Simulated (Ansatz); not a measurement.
Functionals compared on SiH3 on the 1x1 (110) surface of zinc-blende InP (cut with top plane In + P), one in a 2x1 cell, started at the site 'hollow In-In-P-P', in Ansatz (plane waves, PAW). The structure was relaxed with PBE; the other rows are single points on it, each with its references at the same level. Cutoff 420 eV (500 eV for r2SCAN). The points keep PBE's geometry, so the relaxation of a polaron and the settling of charge on one site are left out.

Host crystal: zinc-blende InP, with a band gap (PBE, scalar-relativistic without spin-orbit coupling).

Set-up: 24 atoms, 8.9 Å thick at the start under the adsorbate (thin: gaps and levels are the slab's own); mesh 3x4x1; 0.01 eV smearing; dipole correction on; 8 atoms held, the rest relaxed; no symmetry held; spin-polarised, ending with about 0.8 μB a cell, a value that depends on the mesh; orders that need a larger cell were not tried, no spin-orbit, no U, no dispersion correction. The slab shows no gap over 0.04 eV on its mesh. At the end it is bonded to P. In PBE it is, or lies within 0.03 eV of, the lowest of the starts that converged. These notes are the PBE run's. r2SCAN: The program's check for a lower electronic state was not made. Adsorption energies are against SiH4(g) − ½ H2(g). A negative adsorption energy means that the adsorbate is more stable on the surface than in its reference.

```tsv
functional	adsorption energy (eV)	rough cost of the single point
PBE	0.05	–
RPBE	?	about 4 core-minutes (a rough figure)
r2SCAN	-0.07	around 7 core-minutes (rough)
```

Some entries are withheld; supply them.


- RPBE, adsorption energy (eV): 0.21

Ansatz is a quantum-chemistry and plane-wave program.
